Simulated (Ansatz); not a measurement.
A self-consistent single point of SrO (Fm-3m, 2 atoms in the cell) with Ansatz (a first-principles code).

Level of theory: PBE with spin-orbit coupling (plane waves, PAW; Ansatz).

```yaml
crystal:
  lattice:
    - [0.00000, 2.58000, 2.58000]
    - [2.58000, 0.00000, 2.58000]
    - [2.58000, 2.58000, 0.00000]
  atoms:
    - { symbol: Sr, position: [0.00000, 0.00000, 0.00000] }
    - { symbol: O, position: [0.50000, 0.50000, 0.50000] }
```

Reference input (self-consistent single point, DFT, PBE, plane waves, default PAW files): kpoints.mp_grid.grid = 8 8 8; hamiltonian.xc = pbe; hamiltonian.pseudopotentials = {kind: paw} (the program's default PAW files); scf.occupations.method = fermi_dirac; scf.occupations.width = 0.05 eV. This run's input differs from it in these lines:

Ansatz 0.2 input:
```diff
@@ -13,2 +13,5 @@
   pseudopotentials: { kind: paw }
+magnetization:
+  noncollinear: true
+  spin_orbit: true
 scf:
```

Log, with long lists cut:

```
SCF iter   1: F=—  HF=-4115.630203 eV  |F-HF|=—  |Δ(HF+E_count)|=         —  Δρ=8.38e-2  dr2=2.06e0  dr2_m=0.00e0 (ungated)  ethr=3.10e-3  |M|=0.00e0 ∫|m|=0.00e0 μB  |m|>n=0.0e0 m-floor=0.0e0 τ_xc=0.0e0  β_m=0.30  ⟨swp⟩=9.4  Hψ=2301  notcnv=0  defer=6
all-band conjugate gradients solve this SCF's bands
preconditioner: auto → none
   [... lines left out ...]
SCF iter   7: F=—  HF=-4115.237867 eV  |F-HF|=—  |Δ(HF+E_count)|=   4.63e-6  Δρ=1.73e-5  dr2=1.18e-7  dr2_m=0.00e0 (ungated)  ethr=1.35e-8  |M|=0.00e0 ∫|m|=0.00e0 μB  |m|>n=0.0e0 m-floor=0.0e0 τ_xc=0.0e0  β_m=0.76  ⟨swp⟩=2.0  Hψ=561  notcnv=0  defer=102
SCF iter   8: F=-4115.237867 eV  HF=-4115.237867 eV  |F-HF|=8.08e-9  |Δ(HF+E_count)|=   1.55e-8  Δρ=4.98e-6  dr2=1.08e-8  dr2_m=0.00e0 (ungated)  ethr=6.25e-10  |M|=0.00e0 ∫|m|=0.00e0 μB  |m|>n=0.0e0 m-floor=0.0e0 τ_xc=0.0e0  ⟨swp⟩=11.1  Hψ=1945  notcnv=0
SCF 1 converged in 8 iterations: F = -4115.237867 eV  dr2 = 1.08e-8
Magnetization: |M| = 0.0000 μB,  M = (+0.0000, +0.0000, +0.0000) μB
Absolute magnetization: 0.0000 μB (∫|m|)
  site 0: m = (+0.0000, +0.0000, +0.0000) μB, |m| = 0.0000 μB  (R = 1.06 Å)
  site 1: m = (+0.0000, +0.0000, +0.0000) μB, |m| = 0.0000 μB  (R = 1.06 Å)
Free energy (F): -4115.237867 eV
Internal energy: -4115.237867 eV  (E = F + TS)
E sigma→0 (E₀):  -4115.237867 eV
Fermi energy:    9.517878 eV
--- Forces (eV/Å), atoms counted from 1 ---
  atom   1  Sr    -0.00000000    -0.00000000    -0.00000000
  atom   2  O      0.00000000     0.00000000     0.00000000
--- Stress (GPa, compression-positive) ---
        1.792174       0.000000       0.000000
        0.000000       1.792174      -0.000000
       -0.000000       0.000000       1.792174
  P = ⅓ Tr σ = 1.7922 GPa (17.922 kbar)
  The stress holds the Pulay correction. Without it, at fixed plane waves, as pw.x and ABINIT print it: P = 1.4294 GPa
```

The run converged in 8 iterations. Against the reference run the pressure stays at 1.79 GPa and the gap on the mesh goes from 3.318 to 3.298 eV.

The starting cell has typed, rounded lattice constants, without a prior relaxation at this level. Ansatz's pressure includes its estimate of the finite-basis (Pulay) stress.
